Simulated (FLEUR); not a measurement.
**A series of runs on HfC (Fm-3m, 2 atoms in the cell)**

```
HfC
1.0
    0.00000     2.36279     2.36279
    2.36279     0.00000     2.36279
    2.36279     2.36279     0.00000
Hf C
1 1
Direct
  0.00000   0.00000   0.00000
  0.50000   0.50000   0.50000
```

Base run A: FLEUR with PBE, all-electron FLAPW (FLEUR), scalar-relativistic valence, self-consistent single point.

Its settings: Kmax = 4 1/bohr; GmaxXC = 16 1/bohr; xcFunctional = pbe; jspins = 1; l_soc = F; mode = hist; fermiSmearingEnergy = 0.00367493 Htr; mesh (inpgen div1-3) = 12 12 12; inpgen gamma flag = true; Gmax = 16 1/bohr; numbands = 0; maxIterBroyd = 15; imix = Anderson; alpha = 0.05; precondParam = 0; minDistance = 1e-05 me/bohr^3; ctail = T; kcrel = 0; coretail_lmax = 0; theta = 0.

The starting cell comes from a database of computed structures (which also holds hypothetical and non-ambient phases and stackings), without a prior relaxation at this level. Its lattice was rescaled by a random factor within 2.5 % of one. Values depend on the basis (sphere radii, cutoffs, local orbitals), which need not be converged.

ΔF is the free energy per atom less that of run A. 

```tsv
run	change	ΔF (meV/atom)	TS (meV/atom)	k-points	basis size
A	base	0.00	4.6	72	202
B	fermiSmearingEnergy: 0.00367493 Htr → 0.00110248 Htr; kpt_div: 12 12 12 → 11 11 11; kpt_gamma: true → false	2.7	0.7	56	200
C	kpt_div: 12 12 12 → 11 11 11; kpt_gamma: true → false	0.43	4.8	56	200
D	fermiSmearingEnergy: 0.00367493 Htr → 0.0110248 Htr; kpt_div: 12 12 12 → 11 11 11; kpt_gamma: true → false	-22.3	56.9	56	200
E	fermiSmearingEnergy: 0.00367493 Htr → 0.00110248 Htr	2.1	0.5	72	202
F	fermiSmearingEnergy: 0.00367493 Htr → 0.0110248 Htr	-22.5	56.8	72	202
G	fermiSmearingEnergy: 0.00367493 Htr → 0.00110248 Htr; kpt_div: 12 12 12 → 13 13 13; kpt_gamma: true → false	2.0	0.5	84	200
H	kpt_div: 12 12 12 → 13 13 13; kpt_gamma: true → false	-0.15	4.8	84	200
I	fermiSmearingEnergy: 0.00367493 Htr → 0.0110248 Htr; kpt_div: 12 12 12 → 13 13 13; kpt_gamma: true → false	-22.7	56.8	84	200
```

Run D against A: The free energy goes down by 22.3 meV/atom.

Run G against A: The free energy goes up by 2.0 meV/atom.
